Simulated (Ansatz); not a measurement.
The reference is Pt in the fcc (Cu type) structure (space group Fm-3m, No. 225; a = 3.9198 Å; relaxed with 0.1 eV smearing).

Method: PBEsol, PAW, 420 eV (Ansatz, a first-principles code; no SOC).

Strains are applied to the cell and any free atomic positions relax.

One change was made to it. Results:

The energy grows by 3.1 meV/atom; the pressure goes from zero to 4.5 GPa; the band gap is still zero.

Problem. Which change produced these results?
A. isotropic strain −0.50 %
B. isotropic strain −3.00 %
C. isotropic strain +2.50 %
D. isotropic strain −2.50 %

Solution. A, isotropic strain −0.50 %. For comparison, the energy relative to the base in the other runs: isotropic strain −2.50 % gives +84 meV/atom; isotropic strain −3.00 % gives +124 meV/atom; isotropic strain +2.50 % gives +68 meV/atom.

Stability against distortions was not tested. All final runs are without spin polarisation. Pt lies near a magnetic instability that expansion can trigger; it was not tested.
